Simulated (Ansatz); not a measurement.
## Sb: response to strain

The parent structure is Sb (space group R-3m, No. 166; a = 4.326 Å, c = 11.339 Å (hexagonal axes); layered; relaxed with 0.1 eV smearing). Axes: x lies along a and z along c of the hexagonal cell.

Strains are applied to the cell and any free atomic positions relax; under biaxial strain the out-of-plane vector relaxes too.

The values are results of DFT with r2SCAN+rVV10, PAW potentials and a 500 eV plane-wave cutoff in Ansatz (a first-principles code), no SOC, not measurements.

Candidates:
(a) isotropic strain +2.43 %
(b) isotropic strain +1.12 %
(c) biaxial strain +0.25 %, plane normal [001], relaxed out of plane
(d) strain tensor (xx, yy, zz, yz, xz, xy) = (+1.76, +0.76, −2.81, +0.97, +0.17, +0.71) %

Notes on the quantities. energy relative to the base: free energy F.

### Question
Order them by energy relative to the base, lowest first.

### Answer
(c) biaxial strain +0.25 %, plane normal [001], relaxed out of plane (+0.1 meV/atom), (b) isotropic strain +1.12 % (+4.5 meV/atom), (d) strain tensor (xx, yy, zz, yz, xz, xy) = (+1.76, +0.76, −2.81, +0.97, +0.17, +0.71) % (+5.1 meV/atom), (a) isotropic strain +2.43 % (+20 meV/atom)

No phonon test of stability was made.
